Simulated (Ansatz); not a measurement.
The reference is CaO in the rock salt structure (space group Fm-3m, No. 225; a = 4.831 Å).

Computed with PBE, PAW, 420 eV (Ansatz, a quantum-chemistry and plane-wave program; no spin-orbit coupling).

Base values:

```
Quantity                        Value
----------------------------  -------
Gap between the host's bands  3.66 eV
```

Perturbation: 0.282 electrons added to each cell, a density of 1.0×10^22 cm⁻³, with a uniform compensating background at fixed cell and a 300 K Fermi–Dirac width.

Task: Predict the new Fermi level from band edge.

Result: The Fermi level relative to the doped band's edge (positive inside the band; to 0.05 eV) comes out as +1.10 eV.

Task: Predict the new gap between the host's bands.

Result: The gap between the host's bands stays essentially unchanged (3.66 eV against 3.67 eV).

Carriers are added with a uniform compensating background; total energy and stress of such cells depend on the potential's zero and are not compared; many-body gap narrowing is missing at this level. Stability against distortions was not tested.
